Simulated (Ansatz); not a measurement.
Take MgTe in the wurtzite structure (space group P6_3mc, No. 186; a = 4.5609 Å, c = 7.4130 Å) as the base.

Level of theory: PBEsol/PAW in Ansatz (a program for electronic structure), no spin-orbit coupling.

For the base:

* **Pressure**: -0.01 GPa
* **Electron mass**: 0.15 mₑ along c, 0.17 mₑ across (at Γ)
* **Valence-band top at Γ**: 0.00, -0.02, -0.02 eV

One thing is altered: an isotropic linear strain of +4.06 %, atoms relaxed at fixed cell.

Question: How does this affect the pressure?

Answer: The pressure (mean of the normal stresses, compression positive) drops by 3.36 GPa (-0.01 GPa → -3.37 GPa).

Question: Predict the new energy relative to the base.

Answer: The energy goes up by 49 meV/atom.

Question: Estimate the effect on the electron mass.

Answer: The electron mass changes from 0.15 mₑ along c, 0.17 mₑ across (at Γ) to 0.15 mₑ along c, 0.16 mₑ across (at Γ).

Question: Estimate the effect on the valence-band top at Γ.

Answer: The valence-band top at Γ (three highest levels, from the VBM) becomes 0.00, -0.01, -0.01 eV (base: 0.00, -0.02, -0.02 eV).

With Te present, leaving out spin-orbit coupling can change the band edges. The levels and masses belong to the bands next to the band gap. Masses are band curvatures over ±0.01 Å⁻¹ around the edge. Whether these cells are dynamically stable was not tested.
